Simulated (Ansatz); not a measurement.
AlB2-type MgB₂ was calculated with PBE-D3(BJ) (PAW; Ansatz, an electronic-structure program).

Run with plane-wave cutoff 520 eV, 24×24×16 k mesh (along the axes of the cell as run), Fermi–Dirac smearing 0.05 eV, scalar-relativistic PAW data made under PBE.

Cell (relaxed at this level):

```
CELL_PARAMETERS angstrom
      1.52387    -2.63941     0.00000
      1.52387     2.63941     0.00000
      0.00000     0.00000     3.46785
ATOMIC_POSITIONS crystal
  Mg 0.00000 0.00000 0.00000
  B  0.33333 0.66667 0.50000
  B  0.66667 0.33333 0.50000
```

Q: Estimate the bulk modulus and pressure derivative B′ of the bulk modulus that the calculation returns.

A: 
- bulk modulus: 151 GPa
- pressure derivative B′ of the bulk modulus: 3.6

The run finds no gap.

Measured, for comparison: bulk modulus 151 ± 5 GPa (room temperature, not corrected to a static lattice, B' fixed at 4, our sources range from 147 to 151; as tabulated in Vogt et al. (2001), arXiv:cond-mat/0102480). Computed (rounded) less measured: bulk modulus 0.0 % (0.0 % to +3 % over the range).

Note: the bulk modulus comes from volumes at which shape and atoms were relaxed.

The computed numbers hold no vibrational or temperature effects.

It cost very roughly 2.8 core-minutes of CPU time.
